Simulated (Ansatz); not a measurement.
The starting structures come from a database of crystals and need not be the phases stable at ambient conditions.

By PBEsol, the system below comes out a metal.

The ballistic (Sharvin) conductance counts the channels at the Fermi level: G/A = (e²/h) × channels of both spins per area.

Input:

```
Pt
1.0
    2.84399     0.00000     0.00000
   -1.42200     2.46297     0.00000
    1.42200     0.82099     2.27658
Pt
1
Direct
  0.00000   0.00000   0.00000
```

The cell is strained (lengths across the current scaled by 1.02, ions clamped); by PBEsol it stands under a pressure of -14.3 GPa.

The current flows along the normal of the first two printed cell vectors, the (111) (indices of the unstrained crystal) plane of the conventional cell. No spin-orbit coupling; the value is a mean over 0.1 eV about the Fermi level.

Problem. State the ballistic conductance per area according to PBEsol in Ansatz (an electronic-structure program).

Solution. 2.1 × 10¹⁵ S/m² for both spins.
